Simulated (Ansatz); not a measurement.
**GaN: pressure series**

The parent structure is GaN in the NiAs type structure (space group P6_3/mmc, No. 194; a = 2.9687 Å, c = 5.0409 Å; a model cell, its experimental status unchecked).

Cell and atoms are relaxed at each pressure.

Calculations: PBEsol, PAW, 420 eV (Ansatz, an electronic-structure program; scalar-relativistic without spin-orbit coupling).

Candidates:
(a) pressure 10 GPa
(b) pressure 0.7 GPa
(c) pressure 3 GPa
(d) pressure −1 GPa
(e) pressure 5 GPa

Base values:

The smallest direct gap is 1.72 eV.

Task: Order them by smallest direct gap, highest first.

Result: (a) pressure 10 GPa (2.18 eV), (e) pressure 5 GPa (1.96 eV), (c) pressure 3 GPa (1.87 eV), (b) pressure 0.7 GPa (1.76 eV), (d) pressure −1 GPa (1.68 eV)

Load acts through the strain it causes; cell and atoms are relaxed under it. Whether these cells are dynamically stable was not tested. Competing high-pressure phases were not computed. This is not the structure that GaN has at room temperature and ambient pressure.
